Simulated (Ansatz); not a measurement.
ZnSe: energy against strain

ZnSe (zinc blende, F-43m, 21.572 Å³/atom at rest, cube axes along x, y and z) under a strain ε along a cube axis (axis z), the other axes held. LDA in Ansatz, a plane-wave DFT program (PAW, default set), 420 eV, 10×10×10 Γ-centred mesh, Fermi-Dirac smearing 0.05 eV; ions are relaxed within the symmetry of each cell.

Here s stands for strain and y for E less E0.

```
strain (%)  E less E0 (meV/atom)
----------  --------------------
-1.50                       1.48
-1.00                       0.65
-0.50                       0.16
0.00                        0.00
0.50                        0.16
1.00                        0.65
1.50                        1.46
3.00                           ?
```

**Question.** Using a parabola, estimate the missing y at s = 3.00 from the other rows, showing the fit.

**Answer.** Least squares gives y = -0.003 - 0.0043·s + 0.6543·s². Residuals (row less fit): 0.004, -0.006, -0.003, 0.003, 0.002, 0.003, -0.003; standard error 0.005 (degrees of freedom: 4). Twice the quadratic coefficient over the volume, 2 × 0.6543 meV × 10⁴ × 0.1602 / 21.572 Å³, is the elastic constant C11 = 97 ± 0.3 GPa. At the withheld row, y = -0.003 - 0.0043 × 3.0 + 0.6543 × 3.0² = 5.873 meV/atom. The calculation gives 5.77 meV/atom, 0.103 meV/atom below the prediction (1.8 % of the range of y in the table). The row lies outside the fitted rows, so this is an extrapolation. The fitted rows scatter only by rounding.

One order more, fitted to all 13 runs of the series, follows each within 0.01, so the miss is the next term of a smooth law. Rows are the converged runs of the series near zero and its far end; series whose fitted rows scatter by over a few per cent of the range, as at a crossing or softening among them, aren't shown in this form. Most that stay on the fit to the last digits aren't either.
